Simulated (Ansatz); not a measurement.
Consider the following.

```yaml
crystal:
  lattice:
    - [2.85505, 0.00000, 0.00000]
    - [0.00000, 2.81285, 0.00000]
    - [0.00000, 0.00000, 3.59296]
  atoms:
    - { symbol: Cu, position: [0.00000, 0.00000, 0.00000] }
    - { symbol: Au, position: [0.50000, 0.50000, 0.50000] }
```

No spin polarisation.

Method: Kohn–Sham DFT with the PBEsol functional, run in Ansatz (a program for electronic structure) with PAW and 420 eV plane waves, spin-orbit coupling left out. k-mesh 20×20×16 (Γ-centred); smearing 0.1 eV (Fermi–Dirac).

### Question
Predict the stress and band gap.

### Answer
- Stress (xx, yy, zz, yz, xz, xy; compression positive): (-2.9, -2.1, -2.3, 0.0, 0.0, 0.0) GPa
- Band gap: zero

The cells carry an imposed strain or load. Whether these cells are dynamically stable was not tested. All final runs are without spin polarisation. The cell was made from CuAu (space group P4/mmm, No. 123) by this change: uniaxial strain ε_xx = +1.50 %.
